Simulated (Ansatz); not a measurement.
# A computed series for BaTiO3: response to strain

Take BaTiO₃ in the cubic perovskite structure (space group Pm-3m, No. 221; a = 3.935 Å) as the base.

Strains are applied to the cell and any free atomic positions relax.

The values are results of LDA, PAW, 420 eV (Ansatz, an electronic-structure program; scalar-relativistic without spin-orbit coupling), not measurements.

Notes on the quantities. energy relative to the base: free energy F.

```json
[
 {"isotropic strain (%)": "-3", "energy relative to the base (meV/atom)": "66.9"},
 {"isotropic strain (%)": "-2.4", "energy relative to the base (meV/atom)": "41.9"},
 {"isotropic strain (%)": "-1.8", "energy relative to the base (meV/atom)": "?"},
 {"isotropic strain (%)": "-1.2", "energy relative to the base (meV/atom)": "10.1"},
 {"isotropic strain (%)": "-0.6", "energy relative to the base (meV/atom)": "2.5"},
 {"isotropic strain (%)": "0", "energy relative to the base (meV/atom)": "0.0"}
]
```

Task: Fit ΔE = Aε² + Bε³ (ε in %) to the rows shown and predict the withheld row.

Result: Least squares on the printed values gives A = 6.68 and B = -0.25 meV/atom (largest residual 0.0 meV/atom); this predicts 23.1 meV/atom, and the run gives 23.1 meV/atom, in agreement.

Whether these cells are dynamically stable was not tested. The final runs are not spin-polarised. Many cubic perovskites are stable only at high temperature; tilts and polar distortions were not tested. This is not the structure that BaTiO3 has at room temperature and ambient pressure.
